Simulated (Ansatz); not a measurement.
The starting structures come from a database of crystals and need not be the phases stable at ambient conditions.

```yaml
crystal:
  lattice:
    - [4.57074, 0.00000, 0.00000]
    - [-2.28537, 3.95838, 0.00000]
    - [2.28537, -1.31946, 3.73199]
  atoms:
    - { symbol: Mg, position: [0.00000, 0.00000, 0.00000] }
    - { symbol: Te, position: [0.75000, 0.25000, 0.75000] }
```

Space group of this cell: F-43m, zinc blende. The cell is taken as given.

The current runs along the normal of the first two printed vectors, the (111) plane. All runs by Ansatz (an electronic-structure program), plane waves and PAW, without spin-orbit coupling; the base is PBEsol.

```tsv
run	mean pressure (GPa)	gap (eV)	mid-gap κ (1/Å)
base	-0.4	2.30	0.150
all lengths scaled by 0.98	2.0	2.56	0.160
all lengths scaled by 1.02	-2.2	2.05	0.141
lda in place of pbesol	-1.6	___	0.144
lengths across the current scaled by 0.98, ions clamped	1.1	___	___
lengths across the current scaled by 1.02, ions clamped	-1.7	___	___
lengths along the current scaled by 0.97, ions clamped	0.8	2.36	0.156
lengths along the current scaled by 1.03, ions clamped	-1.3	2.13	0.144
```

### Question
Complete the blanks.

### Answer

- lda in place of pbesol, gap (eV): 2.18
- lengths across the current scaled by 0.98, ions clamped, gap (eV): 2.44
- lengths across the current scaled by 0.98, ions clamped, mid-gap κ (1/Å): 0.155
- lengths across the current scaled by 1.02, ions clamped, gap (eV): 2.09
- lengths across the current scaled by 1.02, ions clamped, mid-gap κ (1/Å): 0.145
